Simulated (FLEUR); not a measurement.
Input and output of a self-consistent single point for PtAu (R-3m, 2 atoms in the cell) (FLEUR).

Method: FLEUR with LDA (Vosko-Wilk-Nusair), all-electron FLAPW (FLEUR), scalar-relativistic valence.

The change in words: lattice scaled by 0.98. Reference geometry:
```
PtAu
1.0
    1.40965     0.81386     4.75341
   -1.40965     0.81386     4.75341
    0.00000    -1.62772     4.75341
Pt Au
1 1
Direct
  0.50000   0.50000   0.50000
  0.00000   0.00000   0.00000
```

Reference input (self-consistent single point, DFT, LDA (Vosko-Wilk-Nusair), all-electron FLAPW (FLEUR), scalar-relativistic valence): Kmax = 4 1/bohr; GmaxXC = 16 1/bohr; xcFunctional = vwn; jspins = 1; l_soc = F; mode = hist; fermiSmearingEnergy = 0.00183747 Htr; mesh (inpgen div1-3) = 11 11 11; inpgen gamma flag = false; Gmax = 16 1/bohr; numbands = 0; maxIterBroyd = 99. This run's input differs from it in these lines:

```diff
@@ -3,5 +3,5 @@
 &input film=f /
-2.6638527475 1.5379761008 8.9826373889
--2.6638527475 1.5379761008 8.9826373889
-0.0000000000 -3.0759522017 8.9826373889
+2.6105760853 1.5072168056 8.8029849057
+-2.6105760853 1.5072168056 8.8029849057
+-0.0000000000 -3.0144336112 8.8029849057
 1.0
@@ -44,5 +44,5 @@
          <bravaisMatrix>
-            <row-1>    2.6638527475000000     1.5379761007999999     8.9826373889000006</row-1>
-            <row-2>   -2.6638527475000000     1.5379761007999999     8.9826373889000006</row-2>
-            <row-3>    0.0000000000000000    -3.0759522016999998     8.9826373889000006</row-3>
+            <row-1>    2.6105760853000000     1.5072168055999999     8.8029849057000007</row-1>
+            <row-2>   -2.6105760853000000     1.5072168055999999     8.8029849057000007</row-2>
+            <row-3>    0.0000000000000000    -3.0144336111999999     8.8029849057000007</row-3>
          </bravaisMatrix>
```

Log, with long lists cut:

```
 Iteration:     1   Distance:      18.07933569 me/bohr^3
 Iteration:     2   Distance:      16.08641759 me/bohr^3
 Iteration:     3   Distance:       8.20949414 me/bohr^3
 Iteration:     4   Distance:       5.95153055 me/bohr^3
 Iteration:     5   Distance:       4.19764752 me/bohr^3
   [... 9 lines left out ...]
 Iteration:    15   Distance:       0.00023137 me/bohr^3
 Iteration:    16   Distance:       0.00004603 me/bohr^3
 Iteration:    17   Distance:       0.00003821 me/bohr^3
 Iteration:    18   Distance:       0.00000276 me/bohr^3
 Run finished successfully
 Stop message:
   Structural relaxation: Done

[file out, last iteration]
             iter=     19
[...]
          total density-effective poten   -6.5969597227E+04
          total charge density-energy d   -7.0200310831E+02
 Updated energy parameters for spin:           1
[...]
 fermi energy and band-weighting factors:
    1.333063    1.333063

[...]
FERMIE:
          first approx. to ef    (T=0)  :   0.502981 htr   (energy of the highest occ. eigenvalue)
          number of occ. states  (T=0)  :       2424
          first approx. to seigv (T=0)  : -10.292453 htr
          sum of weights of occ. states :  16.507889
          sum of semicore charge        :   0.000000 e
FERHIS:  Fermi-Energy by histogram:
          bandgap                     :   0.000378 htr
   [... lines left out ...]
          charge neutrality (T=0)     :   0.015778    (zero if the highest occ. eigenvalue is "entirely" occupied)
     EF_NEWTON:  Adjust Fermi-Energy by Newton-Method.
 Direct bandgap for spin            1 :    9.2335876431707264E-003  Htr
 ---->    free energy=                    -37473.9265619747 htr
   [... lines left out ...]
      extrapolation for T->0
 ---->    total electron energy=          -37473.9263269005 htr
 ***** TOTAL FORCES ON ATOMS *****
 TOTAL FORCE FOR ATOM TYPE=  1  X=  0.000   Y=  0.000   Z= 13.204
                       FX_TOT= 0.000000 FY_TOT= 0.000000 FZ_TOT= 0.000000
 TOTAL FORCE FOR ATOM TYPE=  2  X=  0.000   Y=  0.000   Z=  0.000
                       FX_TOT= 0.000000 FY_TOT= 0.000000 FZ_TOT= 0.000000
 Structural relaxation: Done
```

The run converged in 18 iterations. FLEUR gives forces in its relaxation mode, with a further iteration, so its stop message speaks of a relaxation. Against the reference run the free energy drops by 23.3 meV/atom.

The starting cell comes from a database of computed structures (which also holds hypothetical and non-ambient phases and stackings), without a prior relaxation at this level. For this run, on top of that: lattice scaled by 0.98. Spin-orbit coupling is off. Spin polarisation is off. Values depend on the basis (sphere radii, cutoffs, local orbitals), which need not be converged. The log's line on a gap gives a spacing of levels on this mesh, which the program prints for metals too.

Cost on one core of a shared machine: roughly 2 min.
